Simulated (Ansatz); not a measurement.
The reference is KBr in the rock salt structure (space group Fm-3m, No. 225; a = 6.549 Å). Axes: x, y, z lie along the cube axes.

The values are results of PBEsol (Ansatz, a quantum-chemistry and plane-wave program; PAW; 420 eV plane waves; spin-orbit coupling left out), not measurements.

For the base:

```
Property               Result
-------------  --------------
Electron mass  0.37 mₑ (at Γ)
Pressure             0.1 kbar
Band gap              4.34 eV
```

It is then changed as follows: uniaxial strain ε_zz = +1.50 %, all other strain components held at zero; the atoms relax in the strained cell.

Problem. Estimate the effect on the electron mass.

Solution. The electron mass is still 0.37 mₑ (at Γ).

Problem. What does the calculation give for the pressure after the change?

Solution. The pressure (mean of the normal stresses, compression positive) decreases by 2.1 kbar (0.1 kbar → -2.0 kbar).

Problem. What happens to the band gap?

Solution. The band gap decreases by 0.04 eV (4.34 eV → 4.30 eV).

Masses are band curvatures over ±0.01 Å⁻¹ around the edge. Gaps are Kohn–Sham eigenvalue differences; semilocal functionals usually give less than the measured gap. Stability against distortions was not tested.
